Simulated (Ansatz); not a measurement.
GaAs under load (space group P6_3mc), r2SCAN with spin-orbit coupling, rigid bands (Ansatz, a quantum-chemistry and plane-wave program). Condition of this run: biaxial stress in the c plane of -3.6 GPa (compression positive) (the target of the relaxation). Band gap 0.57 eV, N_c = 2.61e18 cm⁻³ and N_v = 1.04e19 cm⁻³ at 300 K, conductivity masses along y (a = (4.08, 0.00, 0.00) Å; b = (-2.04, 3.54, 0.00) Å; c = (0.00, 0.00, 6.52) Å) of 0.102 mₑ (electrons) and 0.657 mₑ (holes). Take k_BT = 0.02585 eV.

### Question
What built-in voltage has an abrupt junction with N_A = 1e17 and N_D = 1e17 cm⁻³, all dopants ionised?

### Answer
V_bi = E_g/e − (k_BT/e) ln(N_c N_v/(N_A N_D)) = 0.57 − 0.02585 × 7.91 = 0.37 V, for the computed gap.

### Question
Find the intrinsic carrier density and the intrinsic Fermi level.

### Answer
n_i = √(N_c N_v) exp(−E_g/2k_BT) = 5.21e18 × exp(−11.02) = 8.5e13 cm⁻³. The level lies (k_BT/2) ln(N_v/N_c) = 18 meV from mid-gap (positive towards the conduction band). Each 0.1 eV added to the gap lowers n_i by a factor of 6.9.

### Question
A film of it is 8 nm thick, with its normal along the direction named. Estimate the confinement energies in an infinite well.

### Answer
ħ²π²/(2m t²) = 0.376 eV·nm²/(m/mₑ × t²) gives 57.6 meV for electrons and 8.94 meV for holes, so the gap would widen to about 0.64 eV. Finite barriers and nonparabolic bands lower this, and with several valleys or bands the heaviest mass along the normal sets the lowest level, not this average.

Rigid bands with the computed gap; masses take one relaxation time for all states. Geometry: cell and atoms relaxed with PBEsol.
